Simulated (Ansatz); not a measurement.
**What 5 layers does to MgO**

The parent structure is MgO in the rock salt structure (space group Fm-3m, No. 225; a = 4.2141 Å). Axes: x, y, z lie along the cube axes.

Perturbation: a free-standing slab of 5 layers (10 atoms, 2 a layer) is cut normal to the z axis, with 15 Å of vacuum and the in-plane cell held at bulk.

The values are results of PBEsol, PAW, 420 eV (Ansatz, a program for electronic structure; no spin-orbit coupling), not measurements. Γ-centred 11×11×1 mesh, Fermi–Dirac width 0.05 eV, for the changed cell.

| quantity | base | changed | shift |
|---|---|---|---|
| layer's space group (with vacuum) | – | P4/mmm (No. 123) | – |
| shortest interatomic distance | 2.107 Å | 2.088 Å | -0.019 Å |
| band gap | 4.62 eV | 3.69 eV | -0.93 eV |
| gap character | – | direct at Γ | – |
| valence-band top at Γ (three highest levels, from the VBM) | 0.00, 0.00, 0.00 eV | 0.00, 0.00, -0.14 eV | – |
| excess energy per area of both faces (slab less bulk energy over the cell's area: twice a surface energy) | – | 2.03 J/m² | – |
| thickness between the outermost nuclei | – | 8.48 Å | – |
| change of the spacing d12 from its bulk value of 2.107 Å | – | 0.0 % | – |
| change of the spacing d23 from its bulk value of 2.107 Å | – | 0.0 % | – |

Cost of the whole job for the changed cell (relaxation, final SCF and bands): about 70 core-seconds (a rough figure).

The excess energy carries the mismatch between the slab's and the bulk's meshes. Whether these cells are dynamically stable was not tested. k-point labels follow each cell's own Brillouin zone.
